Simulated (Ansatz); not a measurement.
The parent structure is ZnS in the zinc blende structure (space group F-43m, No. 216; a = 5.357 Å).

Calculations: PBEsol, PAW, 420 eV (Ansatz, a quantum-chemistry and plane-wave program; no spin-orbit coupling).

Before the change:

| Item | Value |
|---|---|
| Hole mass | 0.18, 0.68, 0.68 mₑ (at Γ) |
| Band gap | 2.09 eV |
| Electron mass | 0.17 mₑ (at Γ) |

It is then changed as follows: every lattice vector is stretched by 2.50 %; the atoms relax in the strained cell.

Question: Predict the new hole mass, band gap and electron mass.

Answer: The hole mass (degenerate bands, along [100]) changes from 0.18, 0.68, 0.68 mₑ (at Γ) to 0.16, 0.73, 0.73 mₑ (at Γ); the band gap shrinks by 0.312 eV, from 2.09 eV to 1.77 eV; the electron mass goes from 0.17 mₑ (at Γ) to 0.15 mₑ (at Γ).

Effective masses come from finite differences of ±0.01 Å⁻¹. Whether these cells are dynamically stable was not tested.
